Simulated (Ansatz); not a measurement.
# Ti (P6_3/mmc): band-structure transport figures

Data:

```
Ti
1.0
    2.90001     0.00000     0.00000
   -1.45001     2.51148     0.00000
    0.00000     0.00000     4.59294
Ti
2
Direct
  0.33333   0.66667   0.25000
  0.66667   0.33333   0.75000
```

Computed with PBEsol, rigid bands (plane waves, PAW, scalar-relativistic; Ansatz, a program for electronic structure). Geometry: cell and atoms relaxed with PBEsol.

- density of states at the Fermi level = 1.82 states/(eV·cell), both spins
- bare Sommerfeld coefficient = 2.1 mJ/(mol of atoms·K²)
- Drude plasma energy = 3.9 (x), 3.9 (y), 4.0 (z) eV
- root-mean-square Fermi velocity = 3.3e5 m/s
- resistivity times τ = 32 (x), 32 (y), 30 (z) ×10⁻²² Ω·m·s

A metal at this level (no band gap); rigid bands, thermally averaged at 300 K, both spins. Spin-orbit coupling is left out. τ is one relaxation time for all states.
